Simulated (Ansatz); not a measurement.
A self-consistent single point of LaOF (P4mm, 6 atoms in the cell) with Ansatz (a quantum-chemistry and plane-wave program).

Method: LDA (PW92), default PAW files made with PBE (plane waves; Ansatz).

```
CELL_PARAMETERS angstrom
      4.08959     0.00000     0.00000
      0.00000     4.08959     0.00000
      0.00000     0.00000     5.84299
ATOMIC_POSITIONS crystal
  La 0.50000 0.00000 0.72427
  La 0.00000 0.50000 0.28429
  O  0.00000 0.00000 0.50000
  O  0.50000 0.50000 0.50000
  F  0.50000 0.50000 0.00000
  F  0.00000 0.00000 0.00000
```

Reference input (self-consistent single point, DFT, LDA (PW92), plane waves, default PAW files made with PBE): basis.ecutwfc = 30.9 Ry; kpoints.mp_grid.grid = 6 6 4; hamiltonian.xc = lda; hamiltonian.pseudopotentials = {kind: paw} (the program's default PAW files); scf.occupations.method = fermi_dirac; scf.occupations.width = 0.0037 Ry. This run's input differs from it in these lines:

Ansatz 0.2 input:
```diff
@@ -16,3 +16,3 @@
 kpoints:
-  mp_grid: { grid: [6, 6, 4] }
+  mp_grid: { grid: [6, 6, 5] }
 hamiltonian:
```

Output, abridged:

```
SCF iter   1: F=—  HF=-14863.110721 eV  |F-HF|=—  |Δ(HF+E_count)|=         —  Δρ=1.79e-2  dr2=2.71e-1  ethr=1.77e-3  ⟨swp⟩=6.1  Hψ=3837  notcnv=0
all-band conjugate gradients solve this SCF's bands
preconditioner: auto → Resta (q_TF=auto, 2.423 Å⁻¹)
SCF iter   2: F=—  HF=-14863.053148 eV  |F-HF|=—  |Δ(HF+E_count)|=   5.76e-2  Δρ=6.65e-3  dr2=2.24e-2  ethr=5.65e-4  ⟨swp⟩=4.2  Hψ=2148  notcnv=0  defer=44
   [... lines left out ...]
SCF iter   4: F=—  HF=-14863.047502 eV  |F-HF|=—  |Δ(HF+E_count)|=   3.43e-4  Δρ=9.97e-4  dr2=7.90e-4  ethr=4.89e-6  ⟨swp⟩=2.0  Hψ=1561  notcnv=0  defer=44
SCF iter   5: F=—  HF=-14863.047334 eV  |F-HF|=—  |Δ(HF+E_count)|=   1.68e-4  Δρ=1.63e-4  dr2=4.51e-5  ethr=1.65e-6  ⟨swp⟩=2.0  Hψ=1496  notcnv=0  defer=44
SCF iter   6: F=—  HF=-14863.047348 eV  |F-HF|=—  |Δ(HF+E_count)|=   1.31e-5  Δρ=5.59e-5  dr2=2.91e-6  ethr=9.39e-8  ⟨swp⟩=2.5  Hψ=1531  notcnv=0  defer=44
SCF iter   7: F=-14863.047349 eV  HF=-14863.047349 eV  |F-HF|=1.04e-7  |Δ(HF+E_count)|=   1.11e-6  Δρ=1.02e-5  dr2=7.75e-8  ethr=2.08e-10  ⟨swp⟩=13.8  Hψ=5332  notcnv=0
SCF 1 converged in 7 iterations: F = -14863.047349 eV  dr2 = 7.75e-8
Free energy (F): -14863.047349 eV
Internal energy: -14863.047349 eV  (E = F + TS)
E sigma→0 (E₀):  -14863.047349 eV
Fermi energy:    9.849872 eV
--- Forces (eV/Å), atoms counted from 1 ---
  atom   1  La     0.00000000     0.00000000    -0.95619577
  atom   2  La    -0.00000000     0.00000000     0.65300474
  atom   3  O      0.00000000     0.00000000     0.14675511
  atom   4  O     -0.00000000     0.00000000     0.14675511
  atom   5  F      0.00000000     0.00000000     0.00485914
  atom   6  F     -0.00000000     0.00000000     0.00485914
--- Stress (GPa, compression-positive) ---
       -8.199108       0.000000       0.000000
        0.000000      -8.199108       0.000000
       -0.000000       0.000000      -8.078616
  P = ⅓ Tr σ = -8.1589 GPa (-81.589 kbar)
  The stress holds the Pulay correction. Without it, at fixed plane waves, as pw.x and ABINIT print it: P = -8.8226 GPa
```

The run converged in 7 iterations. Against the reference run the free energy stays essentially unchanged (within 1 meV/atom), the pressure stays at -8.16 GPa, the largest force stays at 0.956 eV/Å and the gap on the mesh goes from 4.351 to 4.364 eV.

The starting cell comes from a database of computed structures (which also holds hypothetical and non-ambient phases and stackings), without a prior relaxation at this level. Its lattice was rescaled by up to half a per cent. One atom was moved a little off its site on purpose. With a pressure of about -8 GPa the cell is away from its equilibrium volume at this level. Ansatz's pressure includes its estimate of the finite-basis (Pulay) stress. Without the estimate this run gives -8.82 GPa.
